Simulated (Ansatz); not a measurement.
Results of PBE+SOC (Ansatz, an electronic-structure program, plane waves, PAW) for white tin (β-Sn).

Run with plane-wave cutoff 520 eV, 20×20×20 k mesh, Fermi–Dirac smearing 0.05 eV, PAW data made under PBE.

Shape and atoms are relaxed at each volume.

Pressure at four volumes; x = ln(V/28.410 Å³). One pressure is withheld.

```tsv
V (Å³/atom)	x	P (GPa)
27.273	-0.0408	2.13
28.410	0.0000	0.00
28.978	0.0198	-0.89
29.546	0.0392	?
```

Q: Pass a parabola P(x) through the three rows shown, estimate the bulk modulus and its pressure derivative near zero pressure, and predict the withheld pressure.

A: Slopes between the rows: (0.00 − (2.13))/(0.0000 − (-0.0408)) = -52.21 and (-0.89 − (0.00))/(0.0198 − (0.0000)) = -44.95 GPa. Their difference over the span 0.0606 is c = 7.26/0.0606 = 119.8 GPa, so P(x) = 2.13 + (-52.21)(x − (-0.0408)) + 119.8 (x − (-0.0408))(x − (0.0000)). At the middle row B = −dP/dx = −[-52.21 + 119.8 × 0.0408] = 47.3 GPa, and B′ = dB/dP = 2c/B = 5.1. At x = 0.0392 the parabola gives -1.67 GPa; the run gives -1.69 GPa. The Birch–Murnaghan fit to the energies at all volumes has B0 = 47.3 GPa and B′ = 4.9.

Measured, for comparison: bulk modulus 57.0 GPa (temperature not stated, not corrected to a static lattice; as tabulated in Chen et al. (2023), arXiv:2209.05059). Computed (rounded) less measured: bulk modulus -17 %.

Note: the bulk modulus comes from volumes at which shape and atoms were relaxed.
